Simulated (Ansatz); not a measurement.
**Migration barriers: O vacancy in corundum, neutral cell**

Consider O vacancy in corundum, neutral cell. Level of theory: HSE06, atoms relaxed with HSE06 at the PBE lattice, PAW (plane waves to 420 eV; Ansatz, a first-principles code).

Settings: 270 host sites, the relaxed PBE lattice, the Γ point alone, smearing 0.01 eV, spin-restricted, no image-charge correction. No zero-point or tunnelling terms. The charge state is imposed; whether it is stable for some Fermi level was not computed. Forms of the defect that were not tried may lie lower.

| Route | Start site over the lowest site run (eV) | Hop (Å) | Forward barrier (eV) | Backward barrier (eV) | Neighbours at the start | Neighbours at the saddle | Saddle order |
|---|---|---|---|---|---|---|---|
| a nearby O atom hops onto the vacant site | 0.00 | 2.52 | 3.92 | 3.92 | Al at 1.88, Al at 1.90, 2 Al at 1.98 Å | 2 Al at 1.79, 2 Al at 2.08 Å | not checked, on a symmetry element |
| a nearby O atom hops onto the vacant site | 0.00 | 2.75 | 4.59 | 4.59 | 2 Al at 1.87, Al at 1.99, Al at 2.00 Å | Al at 1.77, Al at 2.02, Al at 2.11, Al at 2.30 Å | not checked |

Paths come from CI-NEB runs. Only some of the routes found with PBE were run again as HSE06 bands, so lower ones may be missing here.  A band can be held on a symmetry element, so unchecked saddle points there may be too high.
